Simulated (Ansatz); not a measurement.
Band structure of TaN₂ (P-6m2, 3 atoms in the cell).

```
CELL_PARAMETERS angstrom
      3.11548     0.00000     0.00000
     -1.55774     2.69808     0.00000
      0.00000     0.00000     3.79377
ATOMIC_POSITIONS crystal
  Ta 0.66667 0.33333 0.50000
  N  0.00000 0.00000 0.81564
  N  0.00000 0.00000 0.18436
```

Method of the run: LDA (PW92), PAW files made with PBE (plane waves; Ansatz, a first-principles code).

Settings: kpoints.mp_grid.grid = 10 10 7; hamiltonian.xc = lda; hamiltonian.pseudopotentials = {kind: paw} (the program's default PAW files); scf.occupations.method = gaussian; scf.occupations.width = 0.272 eV; kpoints.band_path.npoints = 8.

The starting cell comes from a database of computed structures (which also holds hypothetical and non-ambient phases and stackings), without a prior relaxation at this level. Spin-orbit coupling is off. Spin polarisation is off; with an odd number of electrons in the cell that forces a metal, and a magnetic state may lie lower.

Levels in eV from the Fermi level, bands 9 to 15:
| point | 9 | 10 | 11 | 12 | 13 | 14 | 15 |
|---|---|---|---|---|---|---|---|
| Γ | -5.57 | -1.08 | -1.08 | -0.11 | 2.75 | 2.75 | 3.28 |
| M | -4.74 | -2.56 | -1.65 | -0.93 | 3.57 | 4.44 | 6.34 |
| K | -6.25 | -4.17 | -0.08 | 0.27 | 1.69 | 5.71 | 6.02 |
| A | -4.41 | -3.24 | -3.24 | -0.73 | 3.40 | 3.40 | 4.95 |
| L | -5.12 | -4.09 | -0.51 | 0.25 | 4.39 | 4.61 | 4.95 |
| H | -5.41 | -2.58 | -2.28 | 1.08 | 2.96 | 3.56 | 5.79 |

Bands cross the Fermi level along this path, so the cell is metallic at this level.

Keys are those of Ansatz 0.2.
